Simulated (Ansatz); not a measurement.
Predicting one run from its neighbours: the energy against the mesh, InP (R3m, 2 atoms in the cell)

```
CELL_PARAMETERS angstrom
      0.00000     2.92619     2.92619
      2.92619     0.00000     2.92619
      2.92619     2.92619     0.00000
ATOMIC_POSITIONS crystal
  In 0.00493 0.00493 0.00493
  P  0.25000 0.25000 0.25000
```

Computed with LDA (PW92), default PAW files made with PBE (plane waves; Ansatz, a program for electronic structure).

Base settings: basis.ecutwfc = 420 eV; kpoints.mp_grid.grid = 7 7 7; hamiltonian.xc = lda; hamiltonian.pseudopotentials = {kind: paw} (the program's default PAW files); scf.occupations.method = fermi_dirac; scf.occupations.width = 0.02 eV.

The last step of the ladder, which sets the zero, is kpoints.mp_grid.grid = 21 21 21.

The starting cell has typed, rounded lattice constants, without a prior relaxation at this level. Its lattice was rescaled by up to half a per cent. One atom was moved a little off its site on purpose.

The meshes are centred on Γ.

In a gapped crystal the sum over the mesh converges exponentially with the size of the supercell that the mesh stands for: ln(ΔF) = a + b·N.

| kpoints.mp_grid.grid | divisions along the first axis | F less the last step's (meV/atom) | ln of it |
|---|---|---|---|
| 3 3 3 | 3 | 217.31 | 5.381 |
| 4 4 4 | 4 | 62.05 | 4.128 |
| 5 5 5 | 5 | 20.57 | 3.024 |
| 6 6 6 | 6 | ? | ? |
| 7 7 7 | 7 | 3.14 | 1.144 |

Problem. Fit the line to the 4 rows given and predict the withheld one.

Solution. Means: x̄ = 4.7500, ȳ = 3.4193. Σ(x − x̄)(y − ȳ) = -9.183 and Σ(x − x̄)² = 8.750, so b = -1.049 and a = ȳ − b·x̄ = 8.4020; each further division cuts the miss by a factor of 2.9. The largest residual of the fitted rows is 0.13. At x = 6 the line gives 2.108, that is 8.23 meV/atom. The run gave 7.67 meV/atom, a miss of 0.56 meV/atom (7 %). The table is a window of a longer ladder. The rows were chosen because the form fits them, the withheld one included, so this shows the method and is no test of the form.

Left out of this page: 10 runs of the series outside the window shown, repeating another row's setting, or not comparable.

Keys are those of Ansatz 0.2.
